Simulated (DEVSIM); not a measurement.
System: Si p-i-n diode, at 350 K.

Layer 1 from the left is Si, thickness (μm) 0.520, Na (cm⁻³) 5e17, τn (s) 1e-6, τp (s) 1e-6. Layer 2 from the left is Si, thickness (μm) 0.320, Nd (cm⁻³) 6e12, τn (s) 1e-6, τp (s) 1e-6. Layer 3 from the left is Si, thickness (μm) 3.10, Nd (cm⁻³) 4.5e17, τn (s) 1e-6, τp (s) 1e-6.

Left contact: ohmic. Right contact: ohmic. Voltage is applied to the left contact. Recombination: SRH at mid-gap, radiative, Auger. Mobility is μmin + (μ − μmin)/(1 + (N/Nref)^α).

The device is made up for the run: typed textbook-type constants, with dimensions and the other settings drawn at random. Values at 300 K; Nc and Nv go as T^1.5, mobilities as T to minus their exponent, the gap by Varshni's rule with the affinity fixed.

Si: gap (eV) 1.124, affinity (eV) 4.05, permittivity 11.7, Nc (cm⁻³) 2.86e19, Nv (cm⁻³) 3.1e19, μn (cm²/Vs) 1417, μp (cm²/Vs) 470, μn,min 52, μp,min 45, Nref,n 9.7e16, Nref,p 2.2e17, αn 0.68, αp 0.72, T exponent of μn 2.3, T exponent of μp 2.2, B (cm³/s) 4.7e-15, Cn (cm⁶/s) 2.8e-31, Cp (cm⁶/s) 9.9e-32, Varshni α (eV/K) 0.000473, Varshni β (K) 636.

Simulated with DEVSIM: 1D drift-diffusion, Boltzmann statistics, complete ionisation; no tunnelling, impact ionisation, image-force lowering or self-heating.

Problem. What does the simulation give for the dark forward voltage at 100 A/cm², the dark forward voltage at 1 A/cm²?

Solution. dark forward voltage at 100 A/cm² 0.702 V; dark forward voltage at 1 A/cm² 0.561 V.
